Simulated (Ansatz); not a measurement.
Hypothetical diamond Ti: uniaxial stress, 8 GPa tension along z

Start from Ti in the diamond structure (space group Fd-3m, No. 227; a = 5.532 Å; a hypothetical phase, not in the database extracts checked; relaxed with 0.1 eV smearing). Axes: x, y, z lie along the cube axes.

It is then changed as follows: uniaxial stress, 8 GPa tension along z; all other stress components relax to zero.

Method: PBEsol, PAW, 420 eV (Ansatz, a first-principles code; spin-orbit coupling left out). k-mesh 18×18×18 (Γ-centred); smearing 0.1 eV (Fermi–Dirac).

The volume per atom decreases by 3.57 Å³ (21.16 Å³ → 17.59 Å³) and the space group becomes I4_1/amd (No. 141) (base: Fd-3m (No. 227)). The shortest interatomic distance grows by 0.297 Å, from 2.395 Å to 2.692 Å and the energy decreases by 1.961 eV/atom. The band gap remains zero and the strain response (xx, yy, zz) amounts to (−31.17, −31.17, +75.50) %.

Cost of the whole job for the changed cell (relaxation, final SCF and bands): very roughly 7 core-minutes.

Stability under load was not tested beyond the relaxation. All final runs are without spin polarisation. Ti has a high density of states at the Fermi level and may be magnetic at this level. Under uniaxial stress, 8 GPa tension along z the cell changed shape so far that it is another structure.
